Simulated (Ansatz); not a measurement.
## InBi (P4/nmm, No. 129, 4 atoms in the cell; start mp-23313)

Calculation: LDA (Ansatz, a program for electronic structure, PAW).

Numerical settings: plane-wave cutoff 500 eV, 12×12×12 k mesh, Fermi–Dirac smearing 0.1 eV, scalar-relativistic PAW data made under PBE.

Cell (relaxed at this level):

```cif
data_Bi2In2
_chemical_formula_sum 'In2 Bi2'
_space_group_name_H-M_alt 'P 1'
_space_group_IT_number 1
_cell_length_a 4.83564
_cell_length_b 4.83564
_cell_length_c 4.87248
_cell_angle_alpha 90.000
_cell_angle_beta 90.000
_cell_angle_gamma 90.000
loop_
_space_group_symop_operation_xyz
  'x, y, z'
loop_
_atom_site_label
_atom_site_type_symbol
_atom_site_fract_x
_atom_site_fract_y
_atom_site_fract_z
_atom_site_occupancy
In1 In 0.50000 0.50000 0.00000 1
In2 In 0.00000 0.00000 0.00000 1
Bi1 Bi 0.50000 0.00000 0.39148 1
Bi2 Bi 0.00000 0.50000 0.60852 1
```

```json
{
 "band_gap": "zero (no gap)"
}
```

Note: the relaxation could not lower the start's symmetry, so the cell can be a saddle point above a distorted one.

Spin–orbit coupling is not included; it can shift volumes and moduli of such heavy elements.

Static lattice: no zero-point or thermal effects.

It cost roughly 8 core-minutes of CPU time.

A start named mp-… is a Materials Project structure, which need not be a measured phase.
